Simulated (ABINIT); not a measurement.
Input and output of a self-consistent single point for Mg3Sn (I4/mmm, 4 atoms in the cell) (ABINIT)

Computed with PBEsol, PAW (JTH v2.0 PBE PAW, files made for PBE) (plane waves; ABINIT).

Input as run:

```
# Mg3Sn, JTH v2.0 PBE PAW
pp_dirpath "./"
pseudos "Mg.GGA_PBE-JTH.xml, Sn.GGA_PBE-JTH.xml"
acell 5.4961530567 5.4961530567 5.4961530567 Angstrom
rprim
        -0.4060139841    0.4060139841    0.8187217411
         0.4060139841   -0.4060139841    0.8187217411
         0.4060139841    0.4060139841   -0.8187217411
natom 4
ntypat 2
znucl 12 50
typat 1 1 1 2
xred
         0.5000000000    0.5000000000    0.0000000000
         0.2500000000    0.7500000000    0.5000000000
         0.7500000000    0.2500000000    0.5000000000
         0.0000000000    0.0000000000    0.0000000000
ecut 544 eV
pawecutdg 1088 eV
pawxcdev 0
ixc -116133
occopt 7
tsmear 0.00999582
nband 29
kptopt 1
ngkpt 8 8 8
nshiftk 1
shiftk 0 0 0
nstep 100
tolvrs 1.0e-11
prtwf 0
prtden 0
```

Output (repeated stretches shortened):

```
 Symmetries : space group I4/m m m (#139); Bravais tI (body-center tetrag.)

 -outvars: echo values of preprocessed input variables --------
            acell      1.0386224062E+01  1.0386224062E+01  1.0386224062E+01 Bohr
             ecut      1.99916330E+01 Hartree
              ixc     -116133
         kptrlatt        8    0    0      0    8    0      0    0    8
          kptrlen      6.74712354E+01
            natom           4
            nband          29
            ngfft          45      45      45
          ngfftdg          60      60      60
             nkpt          59
            nstep         100
             nsym          16
           ntypat           2
           occopt           7
        pawecutdg      3.99832660E+01 Hartree
         pawxcdev           0
            rprim     -4.0601398410E-01  4.0601398410E-01  8.1872174110E-01
                       4.0601398410E-01 -4.0601398410E-01  8.1872174110E-01
                       4.0601398410E-01  4.0601398410E-01 -8.1872174110E-01
          spgroup         139
           tolvrs      1.00000000E-11
           tsmear      9.99582000E-03 Hartree
            typat      1  1  1  2
           useylm           1
             xred      5.0000000000E-01  5.0000000000E-01  0.0000000000E+00
                       2.5000000000E-01  7.5000000000E-01  5.0000000000E-01
                       7.5000000000E-01  2.5000000000E-01  5.0000000000E-01
                       0.0000000000E+00  0.0000000000E+00  0.0000000000E+00
            znucl       12.00000   50.00000

== DATASET  1 ==================================================================

 Real(R)+Recip(G) space primitive vectors, cartesian coordinates (Bohr,Bohr^-1):
 R(1)= -4.2169522  4.2169522  8.5034274  G(1)=  0.0000000  0.1185690  0.0587998
 R(2)=  4.2169522 -4.2169522  8.5034274  G(2)=  0.1185690  0.0000000  0.0587998
 R(3)=  4.2169522  4.2169522 -8.5034274  G(3)=  0.1185690  0.1185690  0.0000000
 Unit cell volume ucvol=  6.0485512E+02 bohr^3
 Angles (23,13,12)=  1.32090632E+02  1.32090632E+02  7.00859218E+01 degrees

 Coarse grid specifications (used for wave-functions):

 getcut: wavevector=  0.0000  0.0000  0.0000  ngfft=  45  45  45
         ecut(hartree)=     19.992   => boxcut(ratio)=   2.10541

 Fine grid specifications (used for densities):

 getcut: wavevector=  0.0000  0.0000  0.0000  ngfft=  60  60  60
         ecut(hartree)=     39.983   => boxcut(ratio)=   2.02956

   2.66292870E+03                                ecore*ucvol(ha*bohr**3)

_setup2: Arith. and geom. avg. npw (full set) are    2582.150    2582.130

--- !BeginCycle
solver: {iscf: 17, nstep: 100, nline: 4, wfoptalg: 10, }
tolerances: {tolvrs: 1.00E-11, }
...

     iter   Etot(hartree)      deltaE(h)  residm     nres2
 ETOT  1  -258.22817252329    -2.582E+02 3.381E+00 3.061E+00
 ETOT  2  -260.05644186591    -1.828E+00 3.227E-02 1.310E+00
 ETOT  3  -260.05229274508     4.149E-03 2.153E-02 2.862E-01
 ETOT  4  -260.05142788410     8.649E-04 1.008E-02 9.454E-03
 ETOT  5  -260.05142506315     2.821E-06 8.793E-04 1.201E-03
 ETOT  6  -260.05141960899     5.454E-06 4.689E-04 1.380E-04
 ETOT  7  -260.05141900472     6.043E-07 3.905E-04 3.277E-06
 ETOT  8  -260.05141900612    -1.395E-09 1.322E-04 2.165E-07
 ETOT  9  -260.05141900558     5.367E-10 9.499E-05 2.114E-08
 ETOT 10  -260.05141900558     2.728E-12 4.046E-05 5.504E-10
 ETOT 11  -260.05141900558    -3.865E-12 5.176E-05 5.932E-11
 ETOT 12  -260.05141900558     1.592E-12 2.012E-05 8.159E-13

 At SCF step   12       nres2   =  8.16E-13 < tolvrs=  1.00E-11 =>converged.

 Cartesian components of stress tensor (hartree/bohr^3)
  sigma(1 1)=  1.69435043E-05  sigma(3 2)=  0.00000000E+00
  sigma(2 2)=  1.69435043E-05  sigma(3 1)=  0.00000000E+00
  sigma(3 3)=  7.77617561E-06  sigma(2 1)=  0.00000000E+00

 ----iterations are completed or convergence reached----

 reduced coordinates (array xred) for    4 atoms
       0.500000000000      0.500000000000      0.000000000000
       0.250000000000      0.750000000000      0.500000000000
       0.750000000000      0.250000000000      0.500000000000
       0.000000000000      0.000000000000      0.000000000000
 cartesian forces (eV/Angstrom) at end:
    1      0.00000000000000    -0.00000000000000    -0.00000000000000
    2      0.00000000000000    -0.00000000000000     0.00000000000000
    3     -0.00000000000000     0.00000000000000     0.00000000000000
    4      0.00000000000000    -0.00000000000000    -0.00000000000000
 frms,max,avg= 1.0645223E-28 2.2365273E-28   0.000E+00  0.000E+00  0.000E+00 e/A
 length scales= 10.386224061585 10.386224061585 10.386224061585 bohr
              =  5.496153056700  5.496153056700  5.496153056700 angstroms
 Fermi (or HOMO) energy (hartree) =   0.20025   Average Vxc (hartree)=  -0.33665
 Eigenvalues (hartree) for nkpt=  59  k points:
 kpt#   1, nband= 29, wtk=  0.00195, kpt=  0.0000  0.0000  0.0000 (reduced coord)
  -2.58491   -2.58482   -2.58193   -1.37029   -1.37029   -1.37027   -1.37008   -1.36966
  -1.36966   -1.36714   -1.36714   -1.36694   -0.57509   -0.57493   -0.57493   -0.57428
  -0.57406   -0.13741    0.13460    0.14281    0.18140    0.18140    0.24430    0.25040
   0.25040    0.26090    0.27128    0.32257    0.42135
      occupation numbers for kpt#   1
   2.00000    2.00000    2.00000    2.00000    2.00000    2.00000    2.00000    2.00000
   2.00000    2.00000    2.00000    2.00000    2.00000    2.00000    2.00000    2.00000
   2.00000    2.00000    2.00000    2.00000    1.99234    1.99234    0.00000    0.00000
   0.00000    0.00000    0.00000    0.00000    0.00000
 prteigrs : prtvol=0 or 1, do not print more k-points.

--- !EnergyTerms
comment             : Components of total free energy in Hartree
kinetic             :  2.21386671248948E+01
hartree             :  6.79949882116602E+01
xc                  : -1.03735521338363E+01
Ewald energy        : -1.32823600582322E+02
psp_core            :  4.40258933342412E+00
local_psp           : -1.99807677450483E+02
spherical_terms     : -1.15806103607620E+01
internal            : -2.60049195857424E+02
'-kT*entropy'       : -2.22343238060814E-03
total_energy        : -2.60051419289805E+02
total_energy_eV     : -7.07635899363268E+03
...

-Cartesian components of stress tensor (GPa)         [Pressure= -4.0859E-01 GPa]
- sigma(1 1)=  4.98495022E-01  sigma(3 2)=  0.00000000E+00
- sigma(2 2)=  4.98495022E-01  sigma(3 1)=  0.00000000E+00
- sigma(3 3)=  2.28782947E-01  sigma(2 1)=  0.00000000E+00

 Calculation completed.
```

The run converged in 12 iterations.

The starting cell comes from a database of computed structures (which also holds hypothetical and non-ambient phases and stackings), without a prior relaxation at this level. The potentials were made for another functional than the one used.

Cost on one core of a shared machine: roughly 3 min.
